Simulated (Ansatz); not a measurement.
**Parameter sweep on Y₂Al₃Si₂ (C2/m, 7 atoms in the cell)**

```xyz
7
Lattice="5.1100 -2.0177 0.0000 5.1100 2.0177 0.0000 -1.3034 0.0000 6.4874" Properties=species:S:1:pos:R:3 pbc="T T T"
Y      5.9175     0.0000     2.0954
Y      2.9992     0.0000     4.3919
Al     2.9504     0.0000     0.8706
Al     5.9663     0.0000     5.6168
Al     0.0000     0.0000     0.0000
Si     0.1169     0.0000     4.1539
Si     8.7997     0.0000     2.3335
```

Base run A: PBEsol, default PAW files made with PBE in Ansatz (a first-principles code), self-consistent single point.

Its settings: basis.ecutwfc = 30.9 Ry; kpoints.mp_grid.grid = 5 5 3; hamiltonian.xc = pbesol; hamiltonian.pseudopotentials = {kind: paw} (the program's default PAW files); scf.occupations.method = fermi_dirac; scf.occupations.width = 0.0073 Ry.

The starting cell comes from a database of published, mostly measured structures (it also holds non-ambient and calculated ones), without a prior relaxation at this level. Ansatz's pressure includes its estimate of the finite-basis (Pulay) stress.

Absolute energies have different zeros for different potentials, functionals, Hubbard and dispersion terms and are not compared across them.

Run A gave: pressure (GPa) -1.99; largest force (eV/Å) 0.041.

Runs:
- B: hamiltonian.xc: pbesol → lda [LDA (PW92)]
- C: hamiltonian.xc: pbesol → blyp [BLYP]
- D: basis.ecutwfc: 30.9 Ry → 36.7 Ry; hamiltonian.xc: pbesol → r2scan [r2SCAN]

Problem. What does run C change against A?

Solution. The pressure goes from -1.99 to 4.14 GPa and the largest force goes from 0.041 to 0.160 eV/Å.

Problem. What does run B change against A?

Solution. The pressure goes from -1.99 to -4.05 GPa and the largest force goes from 0.041 to 0.061 eV/Å.

```tsv
run	pressure (GPa)	largest force (eV/Å)
A	-1.99	0.041
B	-4.05	0.061
C	4.14	0.160
D	-0.28	0.094
```

Left out of this page: 2 runs of the series held back from this collection.

Keys are those of Ansatz 0.2.
